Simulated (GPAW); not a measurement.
Input and output of a self-consistent single point for SnP3 (R-3m, 8 atoms in the cell) (GPAW).

Method: PBEsol, GPAW PAW datasets PBEsol (made by gpaw-setup) (plane waves; GPAW).

The change in words: lattice scaled by 0.98. Reference geometry:
```
SnP3
1.0
    3.77964     2.18218     3.69964
   -3.77964     2.18218     3.69964
    0.00000    -4.36435     3.69964
Sn P
2 6
Direct
  0.74595   0.74595   0.74595
  0.25405   0.25405   0.25405
  0.20089   0.20089   0.74082
  0.79910   0.79910   0.25918
  0.74082   0.20089   0.20089
  0.25918   0.79910   0.79910
  0.20089   0.74082   0.20089
  0.79910   0.25918   0.79910
```

Reference input (self-consistent single point, DFT PBEsol, plane waves, GPAW PAW datasets PBEsol (made by gpaw-setup)): mode = pw; ecut = 600 eV; xc = PBEsol; kpts = 4 4 4; mesh shift (steps) = 0 0 0; occupations.name = methfessel-paxton; occupations.width = 0.1 eV; occupations.order = 0; nbands = -14; convergence.forces = 0.001 eV/Å; symmetry.symmorphic = false; symmetry.tolerance = 0.0005. This run's input differs from it in these lines:

```diff
@@ -5,5 +5,5 @@
 atoms = Atoms(['Sn', 'Sn', 'P', 'P', 'P', 'P', 'P', 'P'],
-              cell=[[3.779642, 2.182177, 3.699636],
-                    [-3.779642, 2.182177, 3.699636],
-                    [0.000000, -4.364355, 3.699636]],
+              cell=[[3.704049, 2.138533, 3.625643],
+                    [-3.704049, 2.138533, 3.625643],
+                    [0.000000, -4.277068, 3.625643]],
               scaled_positions=[[0.745950, 0.745950, 0.745950],
```

Log, with long lists cut:

```
     iter     time        total  log10-change:
                         energy   eigst   dens  force
iter:   1 --:--:--   -43.911311
iter:   2 --:--:--   -43.980614   -1.12  -1.19
iter:   3 --:--:--   -43.722801   -2.11  -1.21
iter:   4 --:--:--   -43.732572   -2.18  -1.38
iter:   5 --:--:--   -43.657101   -2.52  -1.65
iter:   6 --:--:--   -43.655556   -4.10  -2.22
iter:   7 --:--:--   -43.646771c  -3.28  -2.26
iter:   8 --:--:--   -43.647330c  -4.27  -2.58
iter:   9 --:--:--   -43.646856c  -4.99  -2.78
iter:  10 --:--:--   -43.646756c  -5.48  -2.86
iter:  11 --:--:--   -43.646214c  -4.72  -2.94
iter:  12 --:--:--   -43.646217c  -6.08  -3.73
iter:  13 --:--:--   -43.646200c  -6.26  -3.75
iter:  14 --:--:--   -43.646203c  -6.20  -3.77
iter:  15 --:--:--   -43.646200c  -7.68c -4.07c
iter:  16 --:--:--   -43.646201c  -6.45  -4.16c
iter:  17 --:--:--   -43.646200c  -6.71  -3.95
iter:  18 --:--:--   -43.646200c  -8.02c -4.73c -2.38
iter:  19 --:--:--   -43.646200c  -8.89c -4.77c -2.71
iter:  20 --:--:--   -43.646200c  -9.34c -4.89c -2.89
iter:  21 --:--:--   -43.646201c  -8.59c -5.10c -2.61
iter:  22 --:--:--   -43.646201c  -9.68c -5.05c -3.27c
Converged after 22 iterations.

Dipole moment: (-0.000000, -0.000000, -0.000000) |e|*Ang

Energy contributions relative to reference atoms: (reference = -391593.157148)

Kinetic:        +38.868011
Potential:      -38.151864
External:        +0.000000
XC:             -44.178341
Entropy (-ST):   -0.012375
Local:           -0.177819
SIC:             +0.000000
--------------------------
Free energy:    -43.652388
Extrapolated:   -43.646201

Showing only first 2 kpts
 Kpt  Band  Eigenvalues  Occupancy
  0    27      4.67295    2.00000
  0    28      4.83413    2.00000
  0    29      4.83414    2.00000
  0    30      7.62307    0.00000

  1    27      4.60775    2.00000
  1    28      5.59247    2.00000
  1    29      5.93942    2.00000
  1    30      8.52082    0.00000

Fermi level: 6.41404

No gap
   [... lines left out ...]
  2 P     0.00000    0.12623    0.23890
  3 P     0.00000   -0.12623   -0.23890
  4 P    -0.10932   -0.06312    0.23890
  5 P     0.10932    0.06312   -0.23890
  6 P     0.10932   -0.06312    0.23890
  7 P    -0.10932    0.06312   -0.23890

Stress tensor:
     0.011798    -0.000000    -0.000000
    -0.000000     0.011798     0.000000
    -0.000000     0.000000     0.014232
Stress (GPa, Voigt): [ 1.8903  1.8903  2.2801  0.     -0.     -0.    ]
```

The run converged in 22 iterations. GPAW prints stress with tension positive. Against the reference run the free energy falls by 33.0 meV/atom, the pressure goes from -5.66 to -2.02 GPa and the largest force goes from 0.251 to 0.270 eV/Å.

The starting cell comes from a database of computed structures (which also holds hypothetical and non-ambient phases and stackings), without a prior relaxation at this level. Its lattice was rescaled by a random factor within 2.5 % of one. For this run, on top of that: lattice scaled by 0.98. The run gives no clean gap (levels at the Fermi energy touch, overlap or are partly filled at this smearing), which alone does not show that the compound is a metal.

Cost on one core of a shared machine: roughly 2 min.
